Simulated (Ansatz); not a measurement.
Density of states of AlN (P6_3mc) above the conduction band minimum, r2SCAN with spin-orbit coupling, rigid bands run with Ansatz (an electronic-structure program); cell volume 41.6 Å³.

(energy from edge (eV), 10⁻³ states/eV/cell): (0.006, 3.72); (0.031, 8.72); (0.056, 11.8); (0.081, 14.4); (0.106, 16.7); (0.131, 18.7); (0.156, 21.0); (0.181, 23.1); (0.206, 24.9); (0.231, 26.8); (0.256, 28.7); (0.281, 30.5); (0.319, 33.0); (0.344, 34.9); (0.369, 37.0); (0.394, 38.8); (0.419, 40.8); (0.444, 42.4); (0.469, 44.6); (0.494, 46.3); (0.519, 48.7); (0.544, 50.1); (0.569, 52.3); (0.594, 54.4)

Q: What effective density of states at 300 K does this give (∫ g(E) exp(−E/k_BT) dE, both spins, divided by the cell's size)?

A: 4.4e18 cm⁻³, a density-of-states mass of 0.31 mₑ, valleys and band degeneracy included.

Geometry: cell and atoms relaxed with r2SCAN.
